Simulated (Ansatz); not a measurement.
Defect: Mg-vacancy pair (Mg on one host Cu site, one Cu site vacant) in fcc Cu, neutral cell. The step: direct exchange of Mg with the vacancy (Mg-vacancy distance between ideal sites 2.57 Å throughout); the atom moves 2.13 Å along (0.00, 0.42, 0.42) of the unit cell; the moving atom starts with neighbours 4 Cu at 2.57, 2 Cu at 2.61, 4 Cu at 2.68, Cu at 2.77 Å and ends with 4 Cu at 2.57, 2 Cu at 2.61, 4 Cu at 2.68, Cu at 2.77 Å. A PBE band in Ansatz (plane-wave PAW, a 2×2×2 k-point mesh shifted by half a step, 32 host sites, 17 SCF runs with any check of the saddle's order, static, no finite-size correction) gives a forward barrier of 0.29 eV. The saddle point's order was not checked, and it lies on a symmetry element of the cell, where a band can be held. Forms of the defect that were not tried may lie lower.

Single points at the band's start and saddle point can refine it. Rough cost of one point, in units of the band's mean SCF on the same machine:

```
Level                                                          Cost of one point
-------------------------------------------------------------  -----------------
PBE, a 4×4×4 k-point mesh shifted by half a step                         about 5
r2SCAN at 500 eV, a 2×2×2 k-point mesh shifted by half a step            about 2
```

### Question
Which of these move the barrier by more than 0.1 eV, and how far does each move it?

### Answer
Not one does. PBE, a 4×4×4 k-point mesh shifted by half a step: +0.04 eV; r2SCAN at 500 eV, a 2×2×2 k-point mesh shifted by half a step: -0.01 eV. Each functional is compared with PBE at the same k-points.

Ansatz is an electronic-structure program.
